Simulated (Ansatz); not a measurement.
A self-consistent single point of SrSi2Pd2 (I4/mmm, 5 atoms in the cell) with Ansatz (a program for electronic structure).

Method: PBEsol, PAW files made with PBE (plane waves; Ansatz).

```
Sr(SiPd)2
1.0
   -2.15218     2.15218     5.00017
    2.15218    -2.15218     5.00017
    2.15218     2.15218    -5.00017
Sr Si Pd
1 2 2
Direct
  0.00000   0.00000   0.00000
  0.37361   0.37361   0.00000
  0.62639   0.62639   0.00000
  0.25000   0.75000   0.50000
  0.75000   0.25000   0.50000
```

Reference input (self-consistent single point, DFT, LDA (PW92), plane waves, PAW files made with PBE): kpoints.mp_grid.grid = 9 9 9; hamiltonian.xc = lda; hamiltonian.pseudopotentials = {kind: paw} (the program's default PAW files); scf.occupations.method = gaussian; scf.occupations.width = 0.0147 Ry. This run's input differs from it in these lines:

Ansatz 0.2 input:
```diff
@@ -16,3 +16,3 @@
 hamiltonian:
-  xc: lda
+  xc: pbesol
   pseudopotentials:
```

Log, with long lists cut:

```
SCF iter   1: F=—  HF=-18576.051663 eV  |F-HF|=—  |Δ(HF+E_count)|=         —  Δρ=3.28e-1  dr2=1.91e2  ethr=3.10e-3  ⟨swp⟩=8.2  Hψ=13639  notcnv=0
all-band conjugate gradients solve this SCF's bands
preconditioner: auto → Kerker (q_TF=auto, 2.494 Å⁻¹)
SCF iter   2: F=—  HF=-18556.529034 eV  |F-HF|=—  |Δ(HF+E_count)|=    1.95e1  Δρ=1.12e-1  dr2=2.75e1  ethr=3.10e-3  ⟨swp⟩=4.1  Hψ=6874  notcnv=0  defer=26
   [... lines left out ...]
SCF iter   7: F=—  HF=-18552.625560 eV  |F-HF|=—  |Δ(HF+E_count)|=   2.20e-4  Δρ=2.88e-4  dr2=1.05e-4  ethr=1.95e-6  ⟨swp⟩=2.4  Hψ=3660  notcnv=0  defer=58
SCF iter   8: F=—  HF=-18552.625521 eV  |F-HF|=—  |Δ(HF+E_count)|=   3.95e-5  Δρ=4.86e-5  dr2=2.58e-6  ethr=1.95e-7  ⟨swp⟩=2.0  Hψ=3804  notcnv=0  defer=58
SCF iter   9: F=—  HF=-18552.625519 eV  |F-HF|=—  |Δ(HF+E_count)|=   1.22e-6  Δρ=1.14e-5  dr2=1.14e-7  ethr=4.78e-9  ⟨swp⟩=2.1  Hψ=3977  notcnv=0  defer=58
SCF iter  10: F=-18552.625519 eV  HF=-18552.625519 eV  |F-HF|=3.63e-9  |Δ(HF+E_count)|=   1.79e-8  Δρ=2.68e-6  dr2=1.14e-8  ethr=1.85e-10  ⟨swp⟩=13.1  Hψ=13513  notcnv=0
SCF 1 converged in 10 iterations: F = -18552.625519 eV  dr2 = 1.14e-8
Free energy (F): -18552.625519 eV
Internal energy: -18552.565216 eV  (E = F + TS)
E sigma→0 (E₀):  -18552.595368 eV
Entropy (-TS):   -0.060304 eV (-12.061 meV/atom)
Fermi energy:    12.451194 eV
--- Forces (eV/Å), atoms counted from 1 ---
  atom   1  Sr     0.00000000     0.00000000     0.00000000
  atom   2  Si     0.00000000     0.00000000    -0.12412133
  atom   3  Si    -0.00000000     0.00000000     0.12412133
  atom   4  Pd     0.00000000    -0.00000000     0.00000000
  atom   5  Pd     0.00000000     0.00000000     0.00000000
--- Stress (GPa, compression-positive) ---
       -2.810503       0.000000       0.000000
        0.000000      -2.810503       0.000000
       -0.000000       0.000000      -2.418669
  P = ⅓ Tr σ = -2.6799 GPa (-26.799 kbar)
  The stress holds the Pulay correction. Without it, at fixed plane waves, as pw.x and ABINIT print it: P = -2.6952 GPa
```

The run converged in 10 iterations. Against the reference run the pressure goes from -5.61 to -2.68 GPa and the largest force goes from 0.287 to 0.124 eV/Å.

The starting cell comes from a database of computed structures (which also holds hypothetical and non-ambient phases and stackings), without a prior relaxation at this level. Spin polarisation is off. Ansatz's pressure includes its estimate of the finite-basis (Pulay) stress.
